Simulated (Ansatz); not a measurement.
The reference is KZnF₃ in the cubic perovskite structure (space group Pm-3m, No. 221; a = 4.052 Å).

Calculations: DFT with PBEsol, PAW potentials and a 420 eV plane-wave cutoff in Ansatz (a first-principles code), without spin-orbit coupling.

Strains are applied to the cell and any free atomic positions relax.

One change was made to it. Results:

```csv
quantity,base,after
energy relative to the base (free energy F),0 meV/atom,+9.0 meV/atom
band gap,3.71 eV,3.57 eV
electron mass,0.44 mₑ (at Γ),0.44 mₑ (at Γ)
smallest direct gap,5.52 eV,5.09 eV
```

Q: Name the change that was made.
A. isotropic strain +1.80 %
B. isotropic strain +3.00 %
C. isotropic strain +2.40 %
D. isotropic strain +0.60 %
E. isotropic strain +1.20 %

A: A, isotropic strain +1.80 %. For comparison, the band gap in the other runs: isotropic strain +2.40 % gives 3.53 eV; isotropic strain +3.00 % gives 3.49 eV; isotropic strain +1.20 % gives 3.62 eV; isotropic strain +0.60 % gives 3.66 eV.

Masses are band curvatures over ±0.01 Å⁻¹ around the edge. Stability against distortions was not tested. Many cubic perovskites are stable only at high temperature; tilts and polar distortions were not tested.
